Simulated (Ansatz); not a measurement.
Worked example: zone-centre phonon calculation of Hf (P6_3/mmc, 2 atoms in the cell) in Ansatz (an electronic-structure program).

Level of theory: PBE (plane waves, PAW; Ansatz).

```xyz
2
Lattice="1.6030 -2.7764 0.0000 1.6030 2.7764 0.0000 0.0000 0.0000 5.0752" Properties=species:S:1:pos:R:3 pbc="T T T"
Hf     1.6030     0.9255     1.2688
Hf     1.6030    -0.9255     3.8064
```

Reference input (self-consistent single point, DFT, PBE, plane waves, default PAW files): basis.ecutwfc = 420 eV; kpoints.mp_grid.grid = 12 12 7; hamiltonian.xc = pbe; hamiltonian.pseudopotentials = {kind: paw} (the program's default PAW files); scf.occupations.method = fermi_dirac; scf.occupations.width = 0.1 eV. This run's input differs from it in these lines:

Ansatz 0.2 input:
```diff
@@ -10,3 +10,3 @@
 basis:
-  ecutwfc: 420.0
+  ecutwfc: 505.0
 kpoints:
@@ -18,6 +18,4 @@
   occupations: { method: fermi_dirac, width: 0.1 }
-output:
-  forces: true
-  eigenvalues: true
-  stress: true
+phonons:
+  method: dfpt
```

Log, with long lists cut:

```
SCF iter   1: F=—  HF=-31442.752001 eV  |F-HF|=—  |Δ(HF+E_count)|=         —  Δρ=2.90e-3  dr2=1.82e-3  ethr=1.77e-3  ⟨swp⟩=3.8  Hψ=17844  notcnv=0
all-band conjugate gradients solve this SCF's bands
preconditioner: auto → Kerker (q_TF=auto, 2.793 Å⁻¹)
SCF iter   2: F=—  HF=-31442.752398 eV  |F-HF|=—  |Δ(HF+E_count)|=   3.96e-4  Δρ=1.85e-3  dr2=7.93e-4  ethr=3.49e-6  ⟨swp⟩=2.0  Hψ=11328  notcnv=0
   [... lines left out ...]
SCF iter   7: F=—  HF=-31442.752628 eV  |F-HF|=—  |Δ(HF+E_count)|=   2.97e-8  Δρ=6.68e-6  dr2=1.63e-8  ethr=1.41e-10  ⟨swp⟩=2.0  Hψ=9627  notcnv=0
SCF iter   8: F=—  HF=-31442.752628 eV  |F-HF|=—  |Δ(HF+E_count)|=   7.81e-9  Δρ=1.00e-6  dr2=2.35e-10  ethr=3.14e-11  ⟨swp⟩=2.0  Hψ=9987  notcnv=0
SCF iter   9: F=—  HF=-31442.752628 eV  |F-HF|=—  |Δ(HF+E_count)|=  2.91e-11  Δρ=1.99e-7  dr2=1.43e-11  ethr=1.00e-12  ⟨swp⟩=1.6  Hψ=5599  notcnv=0
SCF iter  10: F=-31442.752628 eV  HF=-31442.752628 eV  |F-HF|=7.28e-12  |Δ(HF+E_count)|=  1.09e-11  Δρ=5.56e-8  dr2=9.75e-13  ethr=1.00e-12  ⟨swp⟩=5.0  Hψ=24300  notcnv=0
SCF 1 converged in 10 iterations: F = -31442.752628 eV  dr2 = 9.75e-13
DFPT response loops at Γ: preconditioner auto → Kerker (q_TF=auto, 2.793 Å⁻¹) (partly filled bands, converged f_vac=0.000) …
Free energy (F): -31442.752628 eV
Internal energy: -31442.696193 eV  (E = F + TS)
E sigma→0 (E₀):  -31442.724410 eV
Entropy (-TS):   -0.056435 eV (-28.217 meV/atom)
Fermi energy:    19.681008 eV
--- Phonons (Γ-DFPT): 2 representative perturbations + reference, on 172 of 1008 k-points (Σ response iterations 6) ---
  k mesh reduced under 4 symmetry operations, with k and −k counted as one. Each operation leaves every solved displacement unchanged or reverses it
  ASR residual: 4.207e-4 → 0.000e0 eV/Å²; symmetrization residual: 4.387e-12 eV/Å²
  ASR residual per site (eV/Å²): 4.21e-4 4.21e-4
  Γ frequencies (cm⁻¹): 0.00 0.00 0.00 76.71 76.71 99.85
  non-analytic LO–TO correction: not included (Born effective charges unavailable; polar crystals: no LO–TO splitting at Γ)
```

The run converged in 10 iterations. 

Summary of the result:
| Property | Result |
|---|---|
| Free energy E − TS (on the zero of these files) | -31442.7526 eV |
| Fermi level (on the code's own zero) | 19.68 eV |
| Zone-centre frequencies (cm⁻¹; negative means imaginary) | 0, 0, 0, 77, 77, 100 |

The starting cell has typed, rounded lattice constants, without a prior relaxation at this level. Its lattice was rescaled by up to half a per cent.

Cost on one core of a shared machine: roughly 30 s.
